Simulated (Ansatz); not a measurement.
# Input and output of a self-consistent single point for CaBe₂ (Fd-3m, 6 atoms in the cell) (Ansatz)

Computed with PBE (plane waves, PAW; Ansatz, an electronic-structure program).

This input was run:

Ansatz 0.2 input:
```yaml
crystal:
  lattice:
    - [0.00000000, 4.10021700, 4.10021700]
    - [4.10021700, 0.00000000, 4.10021700]
    - [4.10021700, 4.10021700, 0.00000000]
  atoms:
    - { symbol: Be, position: [0.12500000, 0.12500000, 0.12500000] }
    - { symbol: Be, position: [0.62500000, 0.12500000, 0.12500000] }
    - { symbol: Be, position: [0.12500000, 0.62500000, 0.12500000] }
    - { symbol: Be, position: [0.12500000, 0.12500000, 0.62500000] }
    - { symbol: Ca, position: [0.75000000, 0.75000000, 0.75000000] }
    - { symbol: Ca, position: [0.50000000, 0.50000000, 0.50000000] }
kpoints:
  mp_grid: { grid: [9, 9, 9] }
hamiltonian:
  xc: pbe
  pseudopotentials: { kind: paw }
scf:
  occupations: { method: methfessel_paxton, width: 0.272 eV }
output:
  forces: true
  eigenvalues: true
  stress: true
```

Output, abridged:

```
WARN basis.ecutwfc = 420 eV, the default
WARN ansatz: RAYON_NUM_THREADS=1 ignored (pool sized by the plan → 1); use --threads N
Pseudopotentials: kind: paw
Pseudopotential: Be, paw, valence charge 2
Pseudopotential: Ca, paw, valence charge 10
Crystal: 6 atoms, lattice volume = 137.864 Å³
Basis set: ecut = 420 eV, 2733 PW (Γ), exchange–correlation on 80×80×80 points (8 copies of the dense FFT grid, shifted against one another)
Bands: 20, of which v1, the nominal top of the filled ones, is band 14 counted from 1 (13 counted from 0)
Symmetry: 48 space group operations
Space group: Fd-3m (ITA 227), of the structure as read, at distance tolerance 5.2e-5 Å
k-points: 35 of 729
Initial density: superposition of atomic densities (neutral atoms: chi_scale 0, normalization atom), corrected by the library's trained network
Initial wavefunctions: pseudopotential atomic-orbital guess
Eigensolver: davidson
Functional: x = pbe(κ = 0.804, μ = 0.2195149727645171), c = pbe(β = 0.06672455060314922)
SCF iter   1: F=—  HF=-4000.772509 eV  |F-HF|=—  |Δ(HF+E_count)|=         —  Δρ=1.60e-3  dr2=7.75e-3  ethr=1.77e-3  ⟨swp⟩=6.7  Hψ=3758  notcnv=0
all-band conjugate gradients solve this SCF's bands
preconditioner: auto → Kerker (q_TF=auto, 2.092 Å⁻¹)
SCF iter   2: F=—  HF=-4000.772444 eV  |F-HF|=—  |Δ(HF+E_count)|=   6.56e-5  S|Δr|=    0.00e0  Δρ=8.87e-4  dr2=2.00e-3  ethr=2.77e-5  ⟨swp⟩=1.5  Hψ=1002  notcnv=0
SCF iter   3: F=—  HF=-4000.772316 eV  |F-HF|=—  |Δ(HF+E_count)|=   1.28e-4  S|Δr|=    0.00e0  Δρ=2.28e-4  dr2=1.66e-4  ethr=7.13e-6  ⟨swp⟩=2.2  Hψ=883  notcnv=0
SCF iter   4: F=—  HF=-4000.772277 eV  |F-HF|=—  |Δ(HF+E_count)|=   3.87e-5  S|Δr|=    0.00e0  Δρ=3.87e-5  dr2=3.71e-6  ethr=5.91e-7  ⟨swp⟩=2.0  Hψ=906  notcnv=0
SCF iter   5: F=—  HF=-4000.772307 eV  |F-HF|=—  |Δ(HF+E_count)|=   2.99e-5  S|Δr|=    0.00e0  Δρ=9.27e-6  dr2=2.23e-7  ethr=1.33e-8  ⟨swp⟩=2.1  Hψ=896  notcnv=0
SCF iter   6: F=-4000.772307 eV  HF=-4000.772307 eV  |F-HF|=2.11e-8  |Δ(HF+E_count)|=   1.39e-8  S|Δr|=    0.00e0  Δρ=2.63e-6  dr2=3.46e-8  ethr=3.57e-10  ⟨swp⟩=7.5  Hψ=3413  notcnv=0
SCF 1 converged in 6 iterations: F = -4000.772307 eV  dr2 = 3.46e-8
SCF converged after 6 iterations
Stability not checked (fill_not_monotonic)
Free energy (F): -4000.772307 eV
Harris-Foulkes:  -4000.772307 eV  (|F-HF|=2.11e-8)
Internal energy: -4000.765282 eV  (E = F + TS)
E sigma→0 (E₀):  -4000.770551 eV
Entropy (-TS):   -0.007025 eV (-1.171 meV/atom)
Fermi energy:    4.074526 eV
--- Per-component energies (eV) ---
  E_band       = -345.665252
  E_kinetic    = 606.957405
  E_local      = -1822.955851  (includes V_loc(G=0)·N_el)
  E_nonlocal   = 143.799083
  E_hartree    = 633.761347
  E_xc         = -339.616647
  E_vxc        = -407.346561  (∫ρ·V_xc dr)
  E_paw        = -1953.573789  (= ΣΔE_a)
  E_vpaw       = -133.646175  (= ΣTr[D̂ρ^β])
  E_aug_tail   = -0.000015  (compensation charges beyond the density's cutoff)
  E_ewald      = -1269.136815
  E_smearing   = -0.007025  (= −TS)
  E_closure    = 0.000000  (closes the sum)
  Σ components = -4000.772307   (vs F -4000.772307, Δ=0.00e0)
--- Forces (eV/Å), atoms counted from 1 ---
  atom   1  Be    -0.00000000     0.00000000     0.00000000
   [... zero for the other atoms too ...]
  max |Σ_I F_I| component: 2.89e-18 eV/Å
--- Stress (GPa, compression-positive) ---
      -10.887853       0.000000      -0.000000
        0.000000     -10.887853       0.000000
       -0.000000       0.000000     -10.887853
  P = ⅓ Tr σ = -10.8879 GPa (-108.879 kbar)
  The stress holds the Pulay correction. Without it, at fixed plane waves, as pw.x and ABINIT print it: P = -10.9003 GPa
--- Band table (eV; the first three rows and the last of 35) ---
  k-point 0: bands = ["-37.2840", "-37.2527", "-18.3175", "-18.3175", "-18.3175", "-18.2214", "-18.2214", "-18.2214", "-1.8164", "2.7265", "3.3518", "3.3518", "3.3518", "3.8964", "3.8964", "3.8964", "3.9548", "3.9548", "6.6166", "7.5994"]
  k-point 1: bands = ["-37.2833", "-37.2534", "-18.3189", "-18.3189", "-18.3174", "-18.2218", "-18.2200", "-18.2200", "-1.7411", "2.3581", "3.0684", "3.2535", "3.2535", "3.7432", "3.7432", "4.2890", "4.2890", "4.4667", "6.8790", "7.4569"]
  k-point 2: bands = ["-37.2814", "-37.2553", "-18.3223", "-18.3223", "-18.3171", "-18.2230", "-18.2167", "-18.2167", "-1.5196", "1.5919", "2.8922", "3.0518", "3.0518", "3.7409", "3.7409", "4.7168", "4.7168", "5.2195", "7.0086", "7.5360"]
  k-point 34: bands = ["-37.2704", "-37.2663", "-18.3405", "-18.3379", "-18.2792", "-18.2618", "-18.2020", "-18.1999", "-0.1723", "0.2423", "1.3564", "1.7173", "4.0611", "4.1394", "4.2416", "4.8359", "5.8446", "6.4006", "6.6867", "6.8100"]
```

The run converged in 6 iterations.

The starting cell was generated: these elements placed on a structure prototype, without a prior relaxation; it need not be a known phase or ordering of this composition. With a pressure of about -11 GPa the cell is away from its equilibrium volume at this level. Ansatz's pressure includes its estimate of the finite-basis (Pulay) stress.
